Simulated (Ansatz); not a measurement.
The reference is ZnS in the zinc blende structure (space group F-43m, No. 216; a = 5.389 Å). Axes: x, y, z lie along the cube axes.

Method: Kohn–Sham DFT with the r2SCAN functional, run in Ansatz (an electronic-structure program) with PAW and 500 eV plane waves, without spin-orbit coupling.

The change: an isotropic linear strain of +0.50 %, atoms relaxed at fixed cell.

Question: Predict the stress tensor and what it implies for the stiffness.

Answer: Stress of the strained cell less that of the base (GPa, compression positive):
```
  -1.14    0.00    0.00
   0.00   -1.14    0.00
   0.00    0.00   -1.14
```

Then B = −ΔP/(ΔV/V₀) with ΔV/V₀ = 0.0151 gives secant stiffness values (nonlinear terms included at this strain): B ≈ 76 GPa.

No phonon test of stability was made.
